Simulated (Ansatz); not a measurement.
Cells marked so need not be the phases stable at ambient conditions, and some may be hypothetical.

The gap is the functional's own. No spin-orbit coupling. Mid-gap values are interpolated on the energy grid.

A. ZnF$_{2}$ (P4_2/mnm, rutile, not sure to be the ambient phase, 6 atoms a cell, 11.5 Å³ an atom), along the normal of (111)
B. Ba$_{2}$TaBiO$_{6}$ (Fm-3m, not sure to be the ambient phase, 10 atoms a cell, 16.4 Å³ an atom, -4 GPa at this level), along the normal of (001)
C. Rb2NaAlF6 (Fm-3m, not sure to be the ambient phase, 10 atoms a cell, 15.1 Å³ an atom, -3 GPa at this level), along the normal of (001)

Problem. Order them by mid-gap decay constant of the slowest evanescent state (highest first) at the level Ansatz (a first-principles code) with r2SCAN.

Solution. C (0.56 1/Å), A (0.43 1/Å), B (0.22 1/Å)
